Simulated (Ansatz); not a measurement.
The starting structures come from a database of crystals and need not be the phases stable at ambient conditions.

**Evanescent states of YI$_{3}$ (R-3, not sure to be the ambient phase, 8 atoms a cell, 41.2 Å³ an atom) along the normal of (001)**

Level of theory: PBEsol (plane waves, PAW; Ansatz, a quantum-chemistry and plane-wave program).

The gap is the functional's own. No spin-orbit coupling. Mid-gap values are interpolated on the energy grid.

Energies count from the valence-band top; κ is the least over a 6×6 mesh across the current.

| E (eV) | κ (1/Å) | where |
|---|---|---|
| 0.07 | 0.065 | Γ |
| 0.20 | 0.110 | Γ |
| 0.33 | 0.139 | Γ |
| 0.46 | 0.160 | Γ |
| 0.58 | 0.178 | Γ |
| 0.71 | 0.192 | Γ |
| 0.84 | 0.203 | Γ |
| 0.97 | 0.213 | Γ |
| 1.10 | 0.221 | Γ |
| 1.24 | 0.228 | Γ |
| 1.36 | 0.233 | Γ |
| 1.50 | 0.237 | Γ |
| 1.62 | 0.240 | Γ |
| 1.75 | 0.242 | Γ |
| 1.89 | 0.242 | Γ |
| 2.02 | 0.242 | Γ |
| 2.15 | 0.240 | Γ |
| 2.27 | 0.237 | Γ |
| 2.40 | 0.233 | Γ |
| 2.54 | 0.226 | Γ |

**Question.** How thick must the barrier be to attenuate the transmission by 10^6 when the electrodes' Fermi level lies at 1.75 eV, and what attenuation does that film give at 2.27 eV?

**Answer.** d = 6 ln 10 / (2 × 0.242) = 28.5 Å. At 2.27 eV it gives 6 × 0.237/0.242 = 5.9 decades.
